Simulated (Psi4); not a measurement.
Psi4 1.11, PBE0/def2-svp, scf_type pk: W(NMe)(S)(Br)(SH) (C[N]=[W](=[S])([SH])[Br]), 10 atoms. The geometry is a generated start, not checked to be a minimum at this level.

```
Quantity                                             Value
-------------------------  -------------------------------
task                                                energy
method                                                pbe0
basis                                             def2-svp
memory                                                7 GB
e_convergence                                        1e-08
d_convergence                                        1e-07
guess                       auto, which took SAD (default)
diis_max_vecs                                 10 (default)
scf_initial_accelerator                    adiis (default)
dft_radial_points                             75 (default)
dft_spherical_points                         302 (default)
effective core potentials  those of the basis set, past Kr
basis functions                                        148
grid points                                         215212
```

```xyz
10

W      0.4112     1.1060     0.6790
N     -0.2824    -0.1304    -0.3916
C     -0.4323    -1.0695    -1.4223
H      0.5576    -1.4328    -1.7373
H     -1.0305    -1.9240    -1.0877
H     -0.9380    -0.6176    -2.2844
S      2.5689     1.1743     0.3898
Br    -0.4217     3.2923     0.1721
S      0.1029     0.3823     2.9052
H     -0.5359    -0.7806     2.7773
```
Charge 0, spin multiplicity 1.

The reference run uses exact four-centre integrals (scf_type = pk). One run each, on a shared machine, so no times are given.

Settings tried, all else as in the reference:
- scf_type = direct, screening = csam (default), ints_tolerance = 1e-07
- scf_type = direct, screening = csam (default), ints_tolerance = 1e-05
- scf_type = direct, screening = csam (default), ints_tolerance = 1e-09
- scf_type = direct, screening = density, ints_tolerance = 1e-07
- scf_type = direct, screening = density, ints_tolerance = 1e-09

Question: Which of these stay within 1.0 meV/atom in energy of the reference run?

Answer: Within it: scf_type = direct, screening = csam (default), ints_tolerance = 1e-09; scf_type = direct, screening = density, ints_tolerance = 1e-09; scf_type = direct, screening = csam (default), ints_tolerance = 1e-07; scf_type = direct, screening = density, ints_tolerance = 1e-07. Outside: scf_type = direct, screening = csam (default), ints_tolerance = 1e-05.

| setting | energy against the reference |
|---|---|
| scf_type = direct, screening = csam (default), ints_tolerance = 1e-09 | under 0.001 meV/atom |
| scf_type = direct, screening = density, ints_tolerance = 1e-09 | under 0.001 meV/atom |
| scf_type = direct, screening = csam (default), ints_tolerance = 1e-07 | under 0.001 meV/atom |
| scf_type = direct, screening = density, ints_tolerance = 1e-07 | +0.0023 meV/atom |
| scf_type = direct, screening = csam (default), ints_tolerance = 1e-05 | −1.5 meV/atom |

Total energies are compared; such shifts often cancel in part in energy differences. No test of the SCF solution's stability was run. Also tried and not ranked: scf_type = direct, screening = density, ints_tolerance = 1e-05 (ended without SCF convergence in 100 iterations). The tolerance is a choice made for this comparison.
